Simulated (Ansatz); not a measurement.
# Response to strain in Os

Base system: Os in the hcp (Mg type) structure (space group P6_3/mmc, No. 194; a = 2.7543 Å, c = 4.3474 Å; relaxed with 0.1 eV smearing). Axes: x lies along a and z along c of the hexagonal cell.

Strains are applied to the cell and any free atomic positions relax; under biaxial strain the out-of-plane vector relaxes too.

Method: Kohn–Sham DFT with the PBE functional, run in Ansatz (an electronic-structure program) with PAW and 420 eV plane waves, scalar-relativistic without spin-orbit coupling.

```json
[
 {"biaxial strain, plane normal [001], relaxed out of plane (%)": "-3", "out-of-plane strain (%)": "1.60"},
 {"biaxial strain, plane normal [001], relaxed out of plane (%)": "-2.5", "out-of-plane strain (%)": "1.33"},
 {"biaxial strain, plane normal [001], relaxed out of plane (%)": "-2", "out-of-plane strain (%)": "1.07"},
 {"biaxial strain, plane normal [001], relaxed out of plane (%)": "-1.5", "out-of-plane strain (%)": "0.80"},
 {"biaxial strain, plane normal [001], relaxed out of plane (%)": "-1", "out-of-plane strain (%)": "?"},
 {"biaxial strain, plane normal [001], relaxed out of plane (%)": "-0.5", "out-of-plane strain (%)": "0.27"},
 {"biaxial strain, plane normal [001], relaxed out of plane (%)": "0", "out-of-plane strain (%)": "0.00"}
]
```

Problem. Fit ε⊥ = −νε + γε² (strains in %) to the rows shown and predict the withheld row.

Solution. Least squares on the printed values gives ν = 0.54 (the biaxial Poisson response) and γ = -0.001 (largest residual 0.00 %); this predicts 0.53 %, and the run gives 0.53 %, in agreement.

Whether these cells are dynamically stable was not tested. The final runs are not spin-polarised.
